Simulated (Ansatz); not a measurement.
**A computed series for KCl: response to strain**

The reference is KCl in the rock salt structure (space group Fm-3m, No. 225; a = 6.243 Å). Axes: x, y, z lie along the cube axes.

Strains are applied to the cell and any free atomic positions relax; under biaxial strain the out-of-plane vector relaxes too.

Computed with Ansatz (a program for electronic structure) PBEsol, no SOC.

Candidates:
(a) biaxial strain −3.00 %, plane normal [001], relaxed out of plane
(b) biaxial strain −2.00 %, plane normal [001], relaxed out of plane
(c) biaxial strain +3.00 %, plane normal [001], relaxed out of plane
(d) biaxial strain +2.50 %, plane normal [001], relaxed out of plane

Q: Order them by out-of-plane strain, lowest first.

A: (c) biaxial strain +3.00 %, plane normal [001], relaxed out of plane (-0.82 %), (d) biaxial strain +2.50 %, plane normal [001], relaxed out of plane (-0.68 %), (b) biaxial strain −2.00 %, plane normal [001], relaxed out of plane (+0.60 %), (a) biaxial strain −3.00 %, plane normal [001], relaxed out of plane (+0.89 %)

Whether these cells are dynamically stable was not tested.
